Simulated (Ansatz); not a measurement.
Data:

```xyz
2
Lattice="3.5069 0.0000 0.0000 0.0000 3.5069 0.0000 1.7534 -1.7534 2.6807" Properties=species:S:1:pos:R:3 pbc="T T T"
S      0.0000     0.0000     0.0000
Mg     1.7534     1.7534     0.0000
```

No spin polarisation.

Level of theory: Ansatz (a first-principles code), r2SCAN, PAW, cutoff 500 eV, no spin-orbit coupling, earlier PAW set. k-mesh 11×11×11 (Γ-centred); smearing 0.05 eV (Fermi–Dirac).

Problem. What is the computed pressure (mean of the normal stresses, compression positive)?

Solution. 7.28 GPa.

Problem. What band gap does the calculation give?

Solution. 3.33 eV.

Problem. Estimate the gap character.

Solution. Indirect, Γ → X.

Problem. What space group does the calculation give?

Solution. I4/mmm (No. 139).

The cells carry an imposed strain or load. No phonon test of stability was made. The cell was made from MgS in the rock salt structure (space group Fm-3m, No. 225) by this change: biaxial strain −4.72 %, plane normal [001], relaxed out of plane.
